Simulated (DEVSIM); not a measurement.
System: Ru/HfO2/n-Ge capacitor, at 400 K.

Layer 1 from the left is HfO2, thickness (nm) 12.0. Layer 2 from the left is Ge, thickness (nm) 820, Nd (cm⁻³) 5.3e17.

Metal gate on the left, work function 4.7 eV. Fixed charge at the semiconductor interface 0 cm⁻² (in units of +e); no interface traps.

Constants are typed, rounded textbook-type inputs, not results; the design itself was drawn at random and stands for no fabricated device. Values at 300 K; Nc and Nv go as T^1.5, mobilities as T to minus their exponent, the gap by Varshni's rule with the affinity fixed.

HfO2: gap (eV) 5.7, affinity (eV) 2.5, permittivity 22. Ge: gap (eV) 0.664, affinity (eV) 4, permittivity 16, Nc (cm⁻³) 1.04e19, Nv (cm⁻³) 6e18, Varshni α (eV/K) 0.000477, Varshni β (K) 235.

Estimate by hand the flat-band voltage, the threshold voltage, and compare with a numerical solution.


- Flat-band voltage: C = 1.62 μF/cm², work-function difference 0.583 V; VFB = φms − qNf/C = 0.58 V; numerical 0.58 V.
- Threshold voltage: φF = 0.204 V, depletion charge √(4εqNφF) = 3.13e-7 C/cm²; VT = VFB − 2φF − Qd/C = -0.02 V; numerical -0.02 V.

DEVSIM, 1D Poisson equation in equilibrium, Boltzmann statistics, complete ionisation; no quantum confinement or tunnelling. Metal contacts follow the ideal Schottky-Mott rule: no Fermi-level pinning, no interface dipoles.
